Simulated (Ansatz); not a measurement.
Start from Ti in the hcp (Mg type) structure (space group P6_3/mmc, No. 194; relaxed with 0.1 eV smearing).

```
Ti
1.0
    2.86439     0.00000     0.00000
   -1.43219     2.48063     0.00000
    0.00000     0.00000     4.53728
Ti
2
Direct
  0.66667   0.33333   0.75000
  0.33333   0.66667   0.25000
```

Computed with LDA in Ansatz (plane waves to 420 eV, PAW, no SOC).

Base values:

| Item | Result |
|---|---|
| Pressure | 0.0 GPa |
| Band gap | zero |

Now apply this change: every lattice vector is shortened by 1.00 %; the atoms relax in the strained cell.

### Question
What happens to the pressure, energy relative to the base and band gap?

### Answer
The pressure (mean of the normal stresses, compression positive) goes from zero to 4.0 GPa; the energy grows by 5.9 meV/atom; the band gap remains zero.

Whether these cells are dynamically stable was not tested. The final runs are not spin-polarised.

Ansatz is an electronic-structure program.
